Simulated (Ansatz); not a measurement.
Base system: Ge in the diamond structure (space group Fd-3m, No. 227; a = 5.622 Å).

Computed with LDA in Ansatz (plane waves to 420 eV, PAW, no SOC).

Base values:

```
Item        Value
--------  -------
Pressure  0.0 GPa
Band gap     zero
```

The change: the cell is scaled by 1.0100 in all directions; the atoms relax in the strained cell.

Q: How does this affect the energy relative to the base?

A: The energy rises by 4.3 meV/atom.

Q: How does this affect the pressure?

A: The pressure goes from zero to -2.0 GPa.

Q: Predict the new band gap.

A: The band gap stays zero.

Stability against distortions was not tested. A zero or small gap of Ge can be the functional's error rather than a property of the material.

Ansatz is an electronic-structure program.
